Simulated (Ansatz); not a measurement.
Output of an Ansatz run (abridged):

```
WARN ansatz: RAYON_NUM_THREADS=1 ignored (pool sized by the plan → 1); use --threads N
Pseudopotentials: kind: paw
Pseudopotential: Al, paw, valence charge 3
Pseudopotential: In, paw, valence charge 13
Pseudopotential: Sb, paw, valence charge 15
Crystal: 4 atoms, lattice volume = 127.760 Å³
Basis set: ecut = 420 eV, 2477 PW (Γ)
Bands: 28, of which v1, the nominal top of the filled ones, is band 23 counted from 1 (22 counted from 0)
Symmetry: 8 space group operations
Space group: P-4m2 (ITA 115), of the structure as read, at distance tolerance 5.0e-5 Å
k-points: 30 of 144 (time reversal used)
PAW frozen core: Al, regenerated for the run's functional, and the local potential with it
PAW frozen core: In, regenerated for the run's functional, and the local potential with it
PAW frozen core: Sb, regenerated for the run's functional, and the local potential with it
Initial density: superposition of atomic densities (neutral atoms: chi_scale 0, normalization atom), corrected by the library's trained network
Initial wavefunctions: pseudopotential atomic-orbital guess
Eigensolver: davidson
Functional: x = slater, c = lda
SCF iter   1: F=—  HF=-18642.102348 eV  |F-HF|=—  |Δ(HF+E_count)|=         —  Δρ=6.18e-3  dr2=3.10e-2  ethr=1.77e-3  ⟨swp⟩=8.0  Hψ=4283  notcnv=0
all-band conjugate gradients solve this SCF's bands
preconditioner: auto → Resta (q_TF=auto, 2.301 Å⁻¹)
SCF iter   2: F=—  HF=-18642.092811 eV  |F-HF|=—  |Δ(HF+E_count)|=   9.54e-3  Δρ=2.85e-3  dr2=6.66e-3  ethr=6.73e-5  ⟨swp⟩=3.0  Hψ=1657  notcnv=0  defer=29
SCF iter   3: F=—  HF=-18642.091487 eV  |F-HF|=—  |Δ(HF+E_count)|=   1.32e-3  Δρ=4.11e-4  dr2=2.56e-4  ethr=1.45e-5  ⟨swp⟩=3.6  Hψ=1646  notcnv=0  defer=29
SCF iter   4: F=—  HF=-18642.091500 eV  |F-HF|=—  |Δ(HF+E_count)|=   1.37e-5  Δρ=1.62e-4  dr2=4.65e-5  ethr=5.57e-7  ⟨swp⟩=2.0  Hψ=1501  notcnv=0  defer=29
SCF iter   5: F=—  HF=-18642.091495 eV  |F-HF|=—  |Δ(HF+E_count)|=   4.78e-6  Δρ=3.86e-5  dr2=3.51e-6  ethr=1.01e-7  ⟨swp⟩=2.0  Hψ=1501  notcnv=0  defer=29
SCF iter   6: F=—  HF=-18642.091497 eV  |F-HF|=—  |Δ(HF+E_count)|=   1.48e-6  Δρ=1.21e-5  dr2=2.28e-7  ethr=7.63e-9  ⟨swp⟩=2.0  Hψ=1051  notcnv=0  defer=29
SCF iter   7: F=-18642.091497 eV  HF=-18642.091497 eV  |F-HF|=1.59e-8  |Δ(HF+E_count)|=   2.73e-8  Δρ=3.40e-6  dr2=2.65e-8  ethr=2.17e-10  ⟨swp⟩=9.9  Hψ=3708  notcnv=0
SCF 1 converged in 7 iterations: F = -18642.091497 eV  dr2 = 2.65e-8
SCF converged after 7 iterations
Free energy (F): -18642.091497 eV
Harris-Foulkes:  -18642.091497 eV  (|F-HF|=1.59e-8)
Internal energy: -18642.091497 eV  (E = F + TS)
E sigma→0 (E₀):  -18642.091497 eV
Fermi energy:    6.560006 eV
--- Per-component energies (eV) ---
  E_band       = -486.704290
  E_kinetic    = 683.169849
  E_local      = -5304.493909  (includes V_loc(G=0)·N_el)
  E_nonlocal   = 1115.731291
  E_hartree    = 2322.969833
  E_xc         = -527.316892
  E_vxc        = -323.537033  (∫ρ·V_xc dr)
  E_paw        = -13314.877868  (= ΣΔE_a)
  E_vpaw       = -1303.518211  (= ΣTr[D̂ρ^β])
  E_aug_tail   = 0.000017  (compensation charges beyond the density's cutoff)
  E_ewald      = -3618.731719
  E_core_change = 1.457900  (= ΣΔE_core)
  E_smearing   = -0.000000  (= −TS)
  E_closure    = -0.000000  (closes the sum)
  Σ components = -18642.091497   (vs F -18642.091497, Δ=0.00e0)
--- Forces (eV/Å), atoms counted from 1 ---
  atom   1  Al    -0.00000000     0.00000000     0.00000000
  atom   2  In    -0.00000000     0.00000000     0.00000000
  atom   3  Sb     0.00000000     0.00000000     0.05034075
  atom   4  Sb     0.00000000     0.00000000    -0.05034075
  max |Σ_I F_I| component: 5.55e-17 eV/Å
--- Stress (GPa, compression-positive) ---
       -1.661551       0.000000      -0.000000
        0.000000      -1.661551       0.000000
       -0.000000       0.000000      -1.673880
  P = ⅓ Tr σ = -1.6657 GPa (-16.657 kbar)
  The stress holds the Pulay correction. Without it, at fixed plane waves, as pw.x and ABINIT print it: P = -1.6944 GPa
--- Band table (eV; the first three rows and the last of 30) ---
  k-point 0: bands = ["-21.9246", "-21.9246", "-21.9207", "-21.9186", "-21.9087", "-21.9087", "-21.8995", "-21.8983", "-21.8970", "-21.8947", "-8.0284", "-7.9638", "-7.9638", "-7.9118", "-7.8993", "-4.3123", "-2.4009", "0.6953", "4.1343", "4.1343", [...]
  k-point 1: bands = ["-21.9245", "-21.9245", "-21.9204", "-21.9189", "-21.9088", "-21.9088", "-21.8993", "-21.8984", "-21.8968", "-21.8950", "-8.0293", "-7.9641", "-7.9641", "-7.9112", "-7.8993", "-4.1264", "-2.8565", "1.3894", "4.3320", "4.3320", [...]
  k-point 2: bands = ["-21.9245", "-21.9245", "-21.9198", "-21.9196", "-21.9089", "-21.9089", "-21.8992", "-21.8986", "-21.8963", "-21.8955", "-8.0301", "-7.9643", "-7.9643", "-7.9106", "-7.8993", "-3.6225", "-3.5709", "2.5718", "3.2211", "4.7245", [...]
  k-point 29: bands = ["-21.9259", "-21.9242", "-21.9157", "-21.9157", "-21.9117", "-21.9082", "-21.8974", "-21.8974", "-21.8962", "-21.8962", "-8.0139", "-8.0139", "-7.9354", "-7.9190", "-7.9000", "-2.3829", "-2.3829", "0.7868", "0.9259", "3.3676", [...]
```

The structure:

```xyz
4
Lattice="4.4927 0.0000 0.0000 0.0000 4.4927 0.0000 0.0000 0.0000 6.3298" Properties=species:S:1:pos:R:3 pbc="T T T"
Al     0.0000     0.0000     0.0000
In     2.2463     2.2463     3.1649
Sb     0.0000     2.2463     1.4772
Sb     2.2463     0.0000     4.8526
```

Q: Write an input that gives this output.

A: Other spellings and defaults could give the same log, and not every line can be read from it. The input that was run (DFT, LDA (PW92), plane waves, default PAW files made with PBE):

Ansatz 0.2 input:
```yaml
crystal:
  lattice:
    - [4.492651, 0.000000, 0.000000]
    - [0.000000, 4.492651, 0.000000]
    - [0.000000, 0.000000, 6.329774]
  atoms:
    - { symbol: Al, position: [0.000000, 0.000000, 0.000000] }
    - { symbol: In, position: [0.500000, 0.500000, 0.500000] }
    - { symbol: Sb, position: [0.000000, 0.500000, 0.233370] }
    - { symbol: Sb, position: [0.500000, 0.000000, 0.766630] }
basis:
  ecutwfc: 420.0
kpoints:
  mp_grid: { grid: [6, 6, 4] }
hamiltonian:
  xc: lda
  pseudopotentials: { kind: paw }
scf:
  occupations: { method: fermi_dirac, width: 0.01 }
output:
  forces: true
  eigenvalues: true
  stress: true
```

The starting cell comes from a database of computed structures (which also holds hypothetical and non-ambient phases and stackings), without a prior relaxation at this level. Its lattice was rescaled by up to half a per cent. Spin-orbit coupling is off. Ansatz's pressure includes its estimate of the finite-basis (Pulay) stress.

Ansatz is a first-principles code.
